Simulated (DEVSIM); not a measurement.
System: Schottky contact on n-type β-Ga2O3, at 300 K.

```
layer (left to right)  material  thickness (μm)  Nd (cm⁻³)  τn (s)  τp (s)
---------------------  --------  --------------  ---------  ------  ------
1                       β-Ga2O3           0.410     1.3e16  4.5e-9  4.5e-9
```

Left contact: Schottky, work function 5.63 eV, emission velocity 1.1e7 cm/s. Right contact: ohmic. Voltage is applied to the left contact. Recombination: SRH at mid-gap. Mobility is μmin + (μ − μmin)/(1 + (N/Nref)^α).

This is a model device: material constants are rounded textbook-type values typed into the input, and sizes, dopings and lifetimes were drawn at random. Values at 300 K.

```tsv
parameter	β-Ga2O3
gap (eV)	4.8
affinity (eV)	4
permittivity	10
Nc (cm⁻³)	3.7e18
Nv (cm⁻³)	5e20
μn (cm²/Vs)	160
μp (cm²/Vs)	1
μn,min	20
μp,min	0.1
Nref,n	1e18
Nref,p	1e18
αn	0.8
αp	0.8
```

Simulated with DEVSIM: 1D drift-diffusion, Boltzmann statistics, complete ionisation; no tunnelling, impact ionisation, image-force lowering or self-heating. Metal contacts follow the ideal Schottky-Mott rule: no Fermi-level pinning, no interface dipoles.

The doping Nd of layer 1 was swept, all else fixed.

| doping Nd of layer 1 (cm^-3) | dark forward voltage at 1 A/cm² (V) | largest field in the device at zero bias (V/cm) | dark forward voltage at 100 A/cm² (V) | potential step across the device at zero bias (V) |
|---|---|---|---|---|
| 3.9e14 | 1.310 | 35000 | 1.804 | 1.393 |
| 1.3e15 | 1.290 | 40000 | 1.539 | 1.424 |
| 3.9e15 | 1.272 | 50000 | 1.449 | 1.453 |
| 1.3e16 | 1.257 | 83000 | 1.400 | 1.484 |
| 3.9e16 | 1.246 | 140000 | 1.378 | 1.512 |
| 1.3e17 | 1.239 | 270000 | 1.364 | 1.543 |
| 3.9e17 | 1.235 | 460000 | 1.357 | 1.572 |

From the first row to the last the dark forward voltage at 1 A/cm² goes from 1.310 to 1.235. From the first row to the last the largest field in the device at zero bias goes from 35000 to 460000.
